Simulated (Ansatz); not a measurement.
The starting structures come from a database of crystals and need not be the phases stable at ambient conditions.

 Where the default PAW files enter, the runs use the earlier of Ansatz's two default sets.

**Evanescent states of KIO$_{3}$ (R3m, not sure to be the ambient phase, 5 atoms a cell, 17.5 Å³ an atom) along the normal of (110)**

Method: PBEsol (plane waves, PAW; Ansatz, a first-principles code).

The gap is the functional's own, uncorrected, and κ follows it; spin-orbit coupling is left out. Mid-gap values are interpolated between the computed energies.

Energies count from the valence-band top; κ is the least over a 8×6 mesh across the current.

```
E (eV)  κ (1/Å)  where
------  -------  -----
0.07      0.127  off Γ
0.20      0.230  off Γ
0.33      0.253  off Γ
0.46      0.267  off Γ
0.58      0.277  off Γ
0.71      0.283  off Γ
0.84      0.286  off Γ
0.97      0.287  off Γ
1.10      0.286  off Γ
1.24      0.283  off Γ
1.36      0.277  off Γ
1.50      0.270  off Γ
1.62      0.260  off Γ
1.75      0.247  off Γ
1.89      0.230  off Γ
2.02      0.200  off Γ
2.15      0.166  off Γ
2.27      0.126  off Γ
2.40      0.067  off Γ
```

Q: How thick must the barrier be to attenuate the transmission by 10^6 when the electrodes' Fermi level lies at 1.24 eV, and what attenuation does that film give at 2.02 eV?

A: d = 6 ln 10 / (2 × 0.283) = 24.4 Å. At 2.02 eV it gives 6 × 0.200/0.283 = 4.2 decades.
